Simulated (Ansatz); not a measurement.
## Amorphous Si₂₄O₄₉Na₂

Preparation: random packing, a CHGNet melt and quench, and a DFT relaxation. O atoms were pushed apart under 1.9 Å during the dynamics, to hinder bonds among them. The hot cell started wider than the set density and was brought back towards it in steps. It is the lowest in DFT energy of 2 quenches. It is a model cell: composition and starting density were chosen by hand, and all elements were melted together. No dispersion term was used.

Methods: PBE, scalar-relativistic without spin-orbit coupling (Ansatz, a first-principles code); r2SCAN, scalar-relativistic without spin-orbit coupling (Ansatz); HSE06, scalar-relativistic without spin-orbit coupling (Ansatz). Geometry, pressure, stress and energy are those of the PBE run. Its sampling: a 2×2×2 Γ-centred mesh; Fermi-Dirac width 0.02 eV; no spin polarisation. Other functionals are single points at the zone centre (r2SCAN at 500 eV; exact exchange cut at the cell's faces), free to take moments where seeds were set. At PBE the levels at the filled edge of the gap are localised (band-tail or defect states), and the nearest spread-out levels lie 5.3 eV apart at the zone centre.

The number of atoms in the cell comes out as 75 and the density (volume relaxed, without dispersion) is 2.28 g/cm³. The volume per atom comes out as 14.60 Å³ and the pressure on a 2×2×2 Γ-centred mesh is 0.00 GPa. The largest force and stress component on that mesh (the relaxation ran on the zone centre alone) is 0.02 eV/Å and 1.7 GPa. The level gap on a 2×2×2 Γ-centred mesh (PBE) is 4.15 eV, the level gap at the zone centre (PBE) is 4.15 eV and the level gap at the zone centre (r2SCAN) is 4.79 eV. The level gap at the zone centre (HSE06) is 5.86 eV.

Cut-offs for bonds: Si-Si 2.60 Å, Si-O 1.96 Å, Si-Na 3.05 Å, O-O 1.58 Å, O-Na 2.78 Å, Na-Na 3.65 Å. Two cations that share two anions don't count as bonded, nor two that share one unless they lie closer than Si-Si 2.38 Å, Si-Na 2.96 Å, Na-Na 3.55 Å.

```json
{
  "Mean coordination of Si by anions": "4.04 (23 with 4, 1 with 5)",
  "Mean coordination of O": "2.16 (41 with 2, 8 with 3)",
  "Mean coordination of Na by anions": "4.50 (1 with 4, 1 with 5)",
  "Mean Si-O bond": "1.644 Å (spread 0.036 Å, 97 counted)",
  "Mean O-Na bond": "2.484 Å (spread 0.180 Å, 9 counted)"
}
```

Its density started from a set value of 2.21 g/cm³. The quench (nominally 480 K/ps over its main leg) was far faster than any real one, so the model tends to hold more defects than a real film. A cell of this size samples the disorder only roughly. The volume was free in the relaxation, at fixed shape. Stress components on the final sampling reach 1.7 GPa.
